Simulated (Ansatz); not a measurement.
# PtS: energy against volume

PtS (P4_2/mmc, 18.318 Å³/atom and stress up to 0.01 GPa in the relaxed cell, c along z) under hydrostatic pressure, with the cell free. PBEsol in Ansatz, a plane-wave DFT program (PAW, default set), 420 eV, 10×10×6 Γ-centred mesh, Fermi-Dirac smearing 0.05 eV; ions are relaxed, or left where forces stay under 0.02 eV/Å, within the symmetry of each cell.

Here V stands for volume and E for E less E0.

```csv
volume (Å³/atom),E less E0 (meV/atom),pressure (GPa)
18.5912,1.74,-2.00
18.4513,0.42,-1.00
18.3176,0.00,-0.01
18.1992,0.33,0.90
18.0485,1.73,2.10
17.7632,7.58,4.50
17.2788,?,?
```

Taking the third-order Birch-Murnaghan form, a cubic in V^(-2/3) for E over the 6 complete rows: With u = V^(-2/3) - 0.1444, the rows have u = -0.0019065, -0.0011871, -0.0004911, 0.0001324, 0.0009358, 0.0024878. Least squares gives E = 0.201 + 833.4·u + 858860·u² - 674452·u³. Residuals (row less fit): 0.001, -0.003, 0.001, 0.004, -0.002, 0.000; standard error 0.004 (degrees of freedom: 2). Its minimum lies at u = -0.0004849, so V0 = (0.1439151)^(-3/2) = 18.32. There d²E/du² = 1720000 and d³E/du³ = -4047000, so B0 = (4/9) × 18.32^(-7/3) × 1720000 × 0.160218 = 138 GPa (the last factor turns the table's units into GPa), and B0' = 4 + (2/3) × 0.1439151 × (-4047000)/1720000 = 3.8. B0' rests on the cubic coefficient alone and has a standard error of 0.3 from these residuals.

Estimate the missing E (V = 17.2788); what did the run itself give?

u = 0.0052204, so E = 0.201 + 833.4 × 0.0052204 + 858860 × 0.0052204² - 674452 × 0.0052204³ = 27.862 meV/atom. The calculation gives 27.84 meV/atom, 0.022 meV/atom below the prediction (0.1 % of the range of E in the table). The row lies outside the fitted rows, so this is an extrapolation. The scatter of the fitted rows lies at the last printed digit.

The start is a measured cell from the literature; how it stands against other phases or cation orders wasn't checked. Spin-orbit coupling is left out, which can shift these values for the heavy elements here. Other structures, which can take over under pressure, weren't tried. The same form fitted to the pressure column gives B0' = 3.8; series where the two differ by over 0.4 aren't shown. Rows are the converged runs of the series near zero and its far end, less any whose ions stayed unrelaxed beside relaxed ones; series whose fitted rows scatter by over a few per cent of the range, as at a crossing or softening among them, aren't shown in this form.
